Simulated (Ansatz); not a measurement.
The structure below was relaxed with PBEsol (Ansatz, an electronic-structure program, PAW, scalar-relativistic without spin-orbit coupling).

```
CELL_PARAMETERS angstrom
      0.00000     2.10703     2.10703
      2.10703     0.00000     2.10703
      2.10703     2.10703     0.00000
ATOMIC_POSITIONS crystal
  Mg 0.50000 0.50000 0.50000
  O  0.00000 0.00000 0.00000
```

Problem. Find the space group and the Wyckoff positions.

Solution. Space group Fm-3m (No. 225); a = b = c = 4.2141 Å, α = β = γ = 90.00°

```
atom  site  symmetry       x       y       z
----  ----  --------  ------  ------  ------
Mg      4b      m-3m  0.5000  0.5000  0.5000
O       4a      m-3m  0.0000  0.0000  0.0000
```

Whether these cells are dynamically stable was not tested. The cell was made from SrO by this change: Sr → Mg.
